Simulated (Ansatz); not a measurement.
## ZrO2 with two functionals, Zr → Hf

Start from ZrO2 in the fluorite structure (space group Fm-3m, No. 225; a = 5.1159 Å).

(Cell as relaxed with PBE.)

Levels (all Ansatz, a quantum-chemistry and plane-wave program, PAW, earlier PAW set): PBE (420 eV, no SOC); r2SCAN (500 eV, spin-orbit coupling left out).

Each level relaxes its own structure.

```csv
base,PBE,r2SCAN
volume per atom,11.16 Å³,10.98 Å³
lattice parameter a,5.116 Å,5.089 Å
band gap,3.32 eV,3.89 eV
```

Perturbation: Hf takes the place of Zr on all its sites; the structure is relaxed again.

| quantity | PBE | r2SCAN |
|---|---|---|
| shortest interatomic distance | 2.208 Å | 2.191 Å |
| electron mass | 1.2 mₑ along k, 0.74 mₑ across (at X) | 1.0 mₑ along k, 0.75 mₑ across (at X) |
| band gap | 3.75 eV | 4.30 eV |

PBE's shortest interatomic distance lies 0.017 Å above r2SCAN's (0.8 %); PBE's band gap lies 0.555 eV below r2SCAN's. Neither level is exact; r2SCAN is the comparison here, not a measurement.

With Hf present, leaving out spin-orbit coupling can change the band edges. Masses are band curvatures over ±0.01 Å⁻¹ around the edge. Along k means along the line from Γ to the band edge. Whether these cells are dynamically stable was not tested. This is not the structure that HfO2 has at room temperature and ambient pressure. This is not the structure that ZrO2 has at room temperature and ambient pressure.
